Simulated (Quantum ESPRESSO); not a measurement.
Quantum ESPRESSO 7.5, DFT, PBE, plane waves, PseudoDojo 0.5 standard norm-conserving PBE (local tails restored to the Coulomb form): rock-salt NaCl, 2 atoms. Basis and mesh were picked for this test and aren't claimed converged.

| Quantity | Result |
|---|---|
| cell | 3.99, 3.99, 3.99 Å; 60, 60, 60° |
| task | phonons by DFPT |
| k mesh | 8×8×8 |
| ecutwfc | 88 Ry |
| ecutrho | 352 Ry |
| occupations | fixed |
| conv_thr | 1e-12 Ry |
| tprnfor | true |
| tstress | false |
| tr2_ph | 1e-14 |
| q | [0, 0, 0] 2π/alat, Cartesian |
| k-points computed | 29 |

Machine: one whole node, AMD EPYC (Zen 5), 96 cores on 1 socket, no SMT, 12 L3 cache groups; 94 cores' worth of CPU time may be used.

Each time is the median wall time of two to five repeats, run one at a time on the otherwise empty machine; start-up is included. Unless noted, each process is bound to its own block of adjacent cores. The build: conda-forge: Open MPI 5.0, OpenMP, OpenBLAS 0.3.34 (pthreads), FFTW, ScaLAPACK, ELPA; another build can shift the numbers. Scratch files lie in a memory file system. A preparatory run goes ahead and isn't timed.

Measured:

```json
[
 {"cores": "4", "layout": "4 ranks, -nk 4", "wall time": "25.1 s"},
 {"cores": "16", "layout": "16 ranks, -nk 16", "wall time": "9.99 s"},
 {"cores": "24", "layout": "24 ranks, -nk 12", "wall time": "8.75 s"},
 {"cores": "32", "layout": "32 ranks, -nk 16", "wall time": "7.21 s"}
]
```

Question: Take a serial part s and a parallel part w, T = s + w/p on p cores. What does the fit give for 8 ranks, -nk 8 and for 48 ranks, -nk 16, and what is measured?

Answer: A fit of relative deviations gives s = 4.94 s and w = 81.2 core-seconds; it misses the rows shown by at most 5 %.

| cores | layout | fit | measured | measured against fit |
|---|---|---|---|---|
| 8 | 8 ranks, -nk 8 | 15.1 s | 15.7 s | +4 % |
| 48 | 48 ranks, -nk 16 | 6.63 s | 6.39 s | -4 % |

Efficiency, counted from 4 cores, is near one half at 24 cores. The time no longer falls beyond 48 cores (6.4 s; the least measured is 6.0 s on 64, level within 8 % or the scatter of repeats). The share that grows most is that of symmetrising (psymdvscf): from 5.6 % of the time on 4 cores to 34 % on 64. The largest part on 64 cores, solving the linear systems (cgsolve), takes 19 s on 4 and 2.1 s there.
